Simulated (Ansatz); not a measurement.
The starting structures come from a database of crystals and need not be the phases stable at ambient conditions.

 Where the default PAW files enter, the runs use the earlier of Ansatz's two default sets.

Here is the system:

```
BaLi2MgO8P2
1.0
    5.10078     0.00000     0.00000
   -2.55039     4.41741     0.00000
    0.00000     0.00000     7.19634
Ba Li Mg P O
1 2 1 2 8
Direct
  0.00000   0.00000   0.50000
  0.66667   0.33333   0.23104
  0.33333   0.66667   0.76896
  0.00000   0.00000   0.00000
  0.66667   0.33333   0.75119
  0.33333   0.66667   0.24881
  0.66667   0.33333   0.53594
  0.33333   0.66667   0.46406
  0.70443   0.06423   0.82129
  0.29557   0.93577   0.17871
  0.93577   0.64020   0.82129
  0.06423   0.35980   0.17871
  0.35980   0.29557   0.82129
  0.64020   0.70443   0.17871
```

Space group of this cell: P-3. The cell is taken as given; by r2SCAN its mean pressure is -5.0 GPa.

Transport runs along the normal of the first two printed cell vectors, the (001) plane of the conventional cell.

No gap correction and no spin-orbit coupling; mid-gap values are interpolated between computed energies.

Q: Give the band gap and the smallest decay constant κ at mid-gap that r2SCAN (Ansatz, a program for electronic structure) yields.

A: Gap 6.41 eV on a 12×12×4 mesh; κ = 0.483 1/Å, at the zone centre.
